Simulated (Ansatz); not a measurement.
# Hypothetical P4_2/mnm MgO, pressure series

Base system: MgO (space group P4_2/mnm, No. 136; a = 5.510 Å, c = 3.276 Å; a hypothetical phase, not in the database extracts checked).

Cell and atoms are relaxed at each pressure.

Levels (all Ansatz, a program for electronic structure, PAW): PBEsol (420 eV, scalar-relativistic without spin-orbit coupling); HSE06 (420 eV, without spin-orbit coupling).

Band gaps by level, all at the geometries relaxed with PBEsol:

```tsv
case	PBEsol	HSE06
base	3.36 eV	5.07 eV
pressure −2 GPa	3.28 eV	4.98 eV
pressure 0.3 GPa	3.37 eV	5.09 eV
pressure 1.5 GPa	3.41 eV	5.14 eV
pressure 3 GPa	3.47 eV	5.20 eV
pressure 5 GPa	3.53 eV	5.28 eV
pressure 7.5 GPa	3.61 eV	5.37 eV
pressure 10 GPa	3.67 eV	5.44 eV
```

Single points use the geometry relaxed with PBEsol. The hybrid gap comes from the SCF mesh plus the semilocal run's edge points and a few special points and is an upper bound. Load acts through the strain it causes; cell and atoms are relaxed under it. Whether these cells are dynamically stable was not tested. Competing high-pressure phases were not computed.
